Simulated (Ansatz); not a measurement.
The starting structures come from a database of crystals and need not be the phases stable at ambient conditions.

Tunnelling through a barrier is set by its complex band structure: the current falls as exp(−2κd) with the smallest κ.

Consider the following.

```
CELL_PARAMETERS angstrom
      8.51254     0.00000     0.00000
     -4.25627     9.40876     0.00000
      0.00000    -3.63250     4.58064
ATOMIC_POSITIONS crystal
  K  0.35786 0.00000 0.50000
  K  0.64214 0.64214 0.14214
  K  0.00000 0.35786 0.85786
  K  0.69286 0.00000 0.00000
  K  0.30714 0.30714 0.30714
  K  0.00000 0.69286 0.69286
  S  0.33333 0.66667 0.84891
  S  0.33333 0.66667 0.48443
  S  0.66667 0.33333 0.51557
  S  0.66667 0.33333 0.15109
  S  0.00000 0.00000 0.68098
  S  0.00000 0.00000 0.31902
```

Space group of this cell: P-62m. The cell is taken as given; by PBEsol its mean pressure is -0.5 GPa.

Transport runs along the normal of the first two printed cell vectors, the (101) plane of the conventional cell.

The gap is the functional's own. No spin-orbit coupling. Mid-gap values are interpolated on the energy grid.

Problem. Give the band gap and the smallest decay constant κ at mid-gap that Ansatz (an electronic-structure program) with PBEsol yields.

Solution. Gap 1.39 eV on a 8×8×8 mesh; κ = 0.226 1/Å, at (0.000, 0.500) of the in-plane reciprocal vectors. At the zone centre, at the nearest computed energy, the slowest state has κ = 0.29 1/Å.
